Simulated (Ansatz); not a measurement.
Start from HfO2 (space group Pca2_1, No. 29; a = 5.294 Å, b = 5.070 Å, c = 5.102 Å). Axes: x, y, z lie along a, b, c of the conventional cell.

(Cell as relaxed with PBE.)

Levels (all Ansatz, a first-principles code, PAW, earlier PAW set): PBE (420 eV, no spin-orbit coupling); r2SCAN (500 eV, no spin-orbit coupling).

Each level relaxes its own structure.

```json
[
 {"base": "volume per atom", "PBE": "11.41 Å³", "r2SCAN": "11.13 Å³"},
 {"base": "band gap", "PBE": "4.39 eV", "r2SCAN": "4.97 eV"}
]
```

The change: uniaxial strain ε_yy = −3.08 %, all other strain components held at zero, atoms relaxed at fixed cell.

```tsv
quantity	PBE	r2SCAN
energy relative to the base (free energy F)	+13 meV/atom	+14 meV/atom
shortest interatomic distance	2.020 Å	2.006 Å
pressure (mean of the normal stresses, compression positive)	6.82 GPa	7.51 GPa
largest internal atomic displacement	0.056 Å	0.058 Å
```

PBE's energy relative to the base lies 0.8 meV/atom below r2SCAN's; PBE's shortest interatomic distance lies 0.014 Å above r2SCAN's (0.7 %); PBE's pressure lies 0.69 GPa below r2SCAN's. Neither level is exact; r2SCAN is the comparison here, not a measurement.

Spin-orbit coupling, missing from the scalar runs, can matter with Hf. Whether these cells are dynamically stable was not tested. This is not the structure that HfO2 has at room temperature and ambient pressure.
